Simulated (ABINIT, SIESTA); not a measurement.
An ABINIT input for a self-consistent single point of CdPt3 (Cmmm, 4 atoms in the cell) (DFT, PBEsol, plane waves, PAW (JTH v2.0 PBE PAW, files made for PBE)):

```
# CdPt3, JTH v2.0 PBE PAW
pp_dirpath "./"
pseudos "Cd.GGA_PBE-JTH.xml, Pt.GGA_PBE-JTH.xml"
acell 4.8764996048 4.8764996048 2.8346900000 Angstrom
rprim
         0.5917615572   -0.8061130562    0.0000000000
         0.5917615572    0.8061130562    0.0000000000
         0.0000000000    0.0000000000    1.0000000000
natom 4
ntypat 2
znucl 48 78
typat 1 2 2 2
xcart
         0.0000000000    0.0000000000    0.0000000000
         2.8857250000    0.0000000000    0.0000000000
         1.4428625000    1.9655050000    1.4173450000
         1.4428625000   -1.9655050000    1.4173450000
      Angstrom
ecut 21
pawecutdg 42
ixc -116133
occopt 3
tsmear 0.00183747
nband 28
kptopt 1
ngkpt 5 5 8
nshiftk 1
shiftk 0 0 0
nstep 100
tolvrs 1.0e-12
prtwf 0
prtden 0
enunit 1
```

Q: Write the same calculation as an input for SIESTA.

A: One input that does it (others would too):

```
# files in the folder: Cd.psml Pt.psml (PseudoDojo PBEsol standard)
SystemName  CdPt3
SystemLabel cdpt3

NumberOfAtoms                4
NumberOfSpecies              2
%block ChemicalSpeciesLabel
  1 48 Cd
  2 78 Pt
%endblock ChemicalSpeciesLabel
LatticeConstant              4.876500 Ang
%block LatticeVectors
     0.591761509   -0.806112991    0.000000000
     0.591761509    0.806112991    0.000000000
     0.000000000    0.000000000    0.581296011
%endblock LatticeVectors
AtomicCoordinatesFormat      Fractional
%block AtomicCoordinatesAndAtomicSpecies
     0.000000000    0.000000000    0.000000000  1
     0.500000000    0.500000000    0.000000000  2
     0.000000000    0.500000000    0.500000000  2
     0.500000000    0.000000000    0.500000000  2
%endblock AtomicCoordinatesAndAtomicSpecies

XC.functional                GGA
XC.authors                   PBEsol
PAO.BasisSize                DZP
PAO.EnergyShift              0.005 Ry
MeshCutoff                   350 Ry
%block kgrid.MonkhorstPack
    5   0   0  0.0
    0   5   0  0.0
    0   0   8  0.0
%endblock kgrid.MonkhorstPack
OccupationFunction           FD
ElectronicTemperature        0.05 eV

MaxSCFIterations             150
SCF.Mixer.Method             Broyden
SCF.Mixer.Weight             0.2
SCF.Mixer.History            6
SCF.DM.Tolerance             1.0E-04
Diag.ParallelOverK           true
WriteForces                  true
Charge.Mulliken              end
```

Basis settings and potentials, where a program has them, do not carry over. This input uses DFT, GGA PBEsol, numerical atomic orbitals DZP, PseudoDojo PBEsol standard norm-conserving potentials (rewritten from UPF to PSML).

The starting cell comes from a database of computed structures (which also holds hypothetical and non-ambient phases and stackings), without a prior relaxation at this level.
